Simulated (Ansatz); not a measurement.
A constructed model of the (110) surface of bcc W, a pseudomorphic layer of Co in the host's stacking (bottom of the slab: a bare face, its two planes held)

All values below come from PBE (plane waves to 420 eV, PAW; Ansatz, a program for electronic structure).

Model: 7-atom slab, 13.8 Å thick at the start with caps and adatoms (thin: gaps and levels are the slab's own), 14x14x1 mesh, Fermi-Dirac 0.1 eV, dipole correction, 2 atoms held, the rest relaxed; symmetry of the start imposed; spin-polarised, ending with about 1.2 μB a cell; orders that need a larger cell were not tried, no spin-orbit, no U. It is one candidate, not shown to be the stable structure of the face.

work function of the top face: 4.25 eV
energy released by relaxation: 0.81 eV
magnetic moment of the cell: 1.18 μB
cost: about 9 core-minutes (a rough figure)
